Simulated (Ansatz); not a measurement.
The parent structure is BP in the zinc blende structure (space group F-43m, No. 216; a = 4.536 Å). Axes: x, y, z lie along the cube axes.

Method: plane-wave PAW DFT at the r2SCAN level (Ansatz, a quantum-chemistry and plane-wave program, 500 eV), without spin-orbit coupling, earlier PAW set.

For the base:

| Property | Result |
|---|---|
| Valence-band top at Γ | 0.00, 0.00, 0.00 eV |
| Band gap | 1.41 eV |

Perturbation: a free-standing slab of 7 layers (14 atoms, 2 a layer) is cut normal to [110], with 15 Å of vacuum and the in-plane cell held at bulk.

Task: Predict the new valence-band top at Γ and band gap.

Result: The valence-band top at Γ (three highest levels, from the VBM) goes from 0.00, 0.00, 0.00 eV to 0.00, -0.07, -0.38 eV; the band gap decreases by 0.93 eV to 0.48 eV.

Stability against distortions was not tested.
